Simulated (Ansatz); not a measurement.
Results of PBE in Ansatz (plane waves, PAW) for B20 (FeSi-type) FeGe.

Numerical settings: plane-wave cutoff 500 eV, 8×8×8 k mesh, Fermi–Dirac smearing 0.05 eV, spin-polarised with parallel moments, scalar-relativistic PAW data made under PBE.

Computed at the level's own relaxed cell.

Give the computed volume per atom, lattice parameter a and magnetic moment (largest site, within a sphere).


- volume per atom = 12.68 Å³/atom
- lattice parameter a = 4.664 Å
- magnetic moment (largest site, within a sphere) = 1.16 μB

Measured, for comparison: equilibrium volume per atom 12.97 Å³/atom (295 K, not corrected to a static lattice; as tabulated in Wilhelm et al. (2007), arXiv:cond-mat/0703031); lattice constant a 4.699 Å (295 K, not corrected to a static lattice, our sources range from 4.689 to 4.699; as tabulated in Wilhelm et al. (2007), arXiv:cond-mat/0703031). Computed (rounded) less measured: equilibrium volume per atom -2.2 %, lattice constant a -0.7 % (-0.5 % to -0.7 % over the range). A static lattice is as a rule a little smaller and stiffer than an uncorrected measurement, which narrows the difference in the lattice constant a and would widen misses of the other sign.

Note: the collinear magnetic order is the start's and need not be the measured one.

Moments are spin moments.

Ansatz is a program for electronic structure.
